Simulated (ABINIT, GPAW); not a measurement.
A GPAW input for a self-consistent single point of HfZn2 (Fd-3m, 6 atoms in the cell) (DFT LDA (Perdew-Wang 92), plane waves, GPAW PAW datasets LDA (gpaw-data 1.0.1)):

```python
from ase import Atoms
from ase.units import GPa
from gpaw import GPAW

atoms = Atoms(['Hf', 'Hf', 'Zn', 'Zn', 'Zn', 'Zn'],
              cell=[[0.000000, 3.484524, 3.484524],
                    [3.484524, 0.000000, 3.484524],
                    [3.484524, 3.484524, 0.000000]],
              scaled_positions=[[0.750000, 0.750000, 0.750000],
                                [0.500000, 0.500000, 0.500000],
                                [0.125000, 0.125000, 0.625000],
                                [0.125000, 0.625000, 0.125000],
                                [0.125000, 0.125000, 0.125000],
                                [0.625000, 0.125000, 0.125000]],
              pbc=True)

atoms.set_initial_magnetic_moments([1.0, 1.0, 0.0, 0.0, 0.0, 0.0])

calc = GPAW(spinpol=True,
            mode={'name': 'pw', 'ecut': 850},
            xc='LDA',
            kpts=(5, 5, 5),
            occupations={'name': 'fermi-dirac', 'width': 0.1},
            nbands=-12,
            convergence={'forces': 0.001},
            symmetry={'symmorphic': False, 'tolerance': 0.0005},
            maxiter=100,
            txt='-')

atoms.calc = calc

energy = atoms.get_potential_energy()
print('Energy (eV):', round(energy, 6))
forces = atoms.get_forces()
print('Forces (eV/Ang):')
print(forces.round(5))
stress = atoms.get_stress()
print('Stress (GPa, Voigt):', (stress / GPa).round(4))
```

**Question.** Write the same calculation as an input for ABINIT.

**Answer.** One input that does it (others would too):

```
# HfZn2, JTH v2.0 LDA PAW
pp_dirpath "./"
pseudos "Hf.LDA_PW-JTH.xml, Zn.LDA_PW-JTH.xml"
acell 3*1.0 Angstrom
rprim
        -0.0000000000    3.4845240000    3.4845240000
         3.4845240000   -0.0000000000    3.4845240000
         3.4845240000    3.4845240000   -0.0000000000
natom 6
ntypat 2
znucl 72 30
typat 1 1 2 2 2 2
xcart
         9.8771940520    9.8771940520    9.8771940520
         6.5847960347    6.5847960347    6.5847960347
         4.9385970260    4.9385970260    1.6461990087
         4.9385970260    1.6461990087    4.9385970260
         1.6461990087    1.6461990087    1.6461990087
         1.6461990087    4.9385970260    4.9385970260
ecut 60 Ry
pawecutdg 120 Ry
pawxcdev 0
ixc 7
nsppol 2
spinat
      0 0 1
      0 0 1
      0 0 0
      0 0 0
      0 0 0
      0 0 0
occopt 3
tsmear 0.1 eV
nband 47
kptopt 1
ngkpt 5 5 5
nshiftk 1
shiftk 0 0 0
nstep 80
toldfe 1.0e-09
prtwf 0
prtden 0
prtvol 1
enunit 1
```

Basis, cutoffs, solver keys and any potentials are the target program's own. This input uses DFT, LDA (PW92), plane waves, PAW (JTH v2.0 LDA PAW). LDA parametrisations can differ slightly between programs. Both were run: pressure 11.76 GPa in GPAW and 11.65 in ABINIT; size of the net moment 0.00 μB/atom in GPAW and 0.00 in ABINIT.

On ABINIT: the starting cell comes from a database of computed structures (which also holds hypothetical and non-ambient phases and stackings), without a prior relaxation at this level. Its lattice was rescaled by a random factor within 2.5 % of one. For this run, on top of that: lattice scaled by 0.98. The starting moments vanished: the run ended non-magnetic. With a pressure of about 12 GPa the cell is away from its equilibrium volume at this level.

On GPAW: the starting cell comes from a database of computed structures (which also holds hypothetical and non-ambient phases and stackings), without a prior relaxation at this level. Its lattice was rescaled by a random factor within 2.5 % of one. For this run, on top of that: lattice scaled by 0.98. The starting moments vanished: the run ended non-magnetic. With a pressure of about 12 GPa the cell is away from its equilibrium volume at this level.
